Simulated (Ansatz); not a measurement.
Consider Ta in the bcc (W type) structure (space group Im-3m, No. 229; a = 3.282 Å; relaxed with 0.1 eV smearing). Axes: x, y, z lie along the cube axes.

Method: plane-wave PAW DFT at the PBEsol level (Ansatz, a program for electronic structure, 420 eV), without spin-orbit coupling.

Base values:

- Shortest interatomic distance = 2.843 Å

One thing is altered: uniaxial strain ε_zz = +1.00 %, all other strain components held at zero, atoms relaxed at fixed cell.

Problem. Predict the new shortest interatomic distance, stress and energy relative to the base.

Solution. The shortest interatomic distance grows by 0.0095 Å (2.843 Å → 2.852 Å); the stress (xx, yy, zz, yz, xz, xy; compression positive) is (-1.6, -1.6, -2.8, 0.0, 0.0, 0.0) GPa; the energy increases by 1.5 meV/atom.

Whether these cells are dynamically stable was not tested. All final runs are without spin polarisation.
